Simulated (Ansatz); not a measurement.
# What isotropic strain −0.50 % does to AlRu

Take AlRu in the CsCl type structure (space group Pm-3m, No. 221; a = 3.005 Å; relaxed with 0.1 eV smearing) as the base.

Modification: every lattice vector is shortened by 0.50 %, atoms relaxed at fixed cell.

The values are results of Ansatz (a program for electronic structure) PBE, scalar-relativistic without spin-orbit coupling, not measurements. Γ-centred 19×19×19 mesh, Fermi–Dirac width 0.1 eV.

The volume per atom shrinks by 0.202 Å³, from 13.57 Å³ to 13.36 Å³ and the space group stays Pm-3m (No. 221). The shortest interatomic distance falls by 0.013 Å, from 2.602 Å to 2.589 Å and the energy goes up by 2.0 meV/atom. The pressure goes from zero to 3.2 GPa and the band gap is still zero.

Final structure:

```
AlRu
1.0
    2.98979     0.00000     0.00000
    0.00000     2.98979     0.00000
    0.00000     0.00000     2.98979
Al Ru
1 1
Cartesian
  1.49490   1.49490   1.49490
  0.00000   0.00000   0.00000
```

Stability against distortions was not tested. All final runs are without spin polarisation.
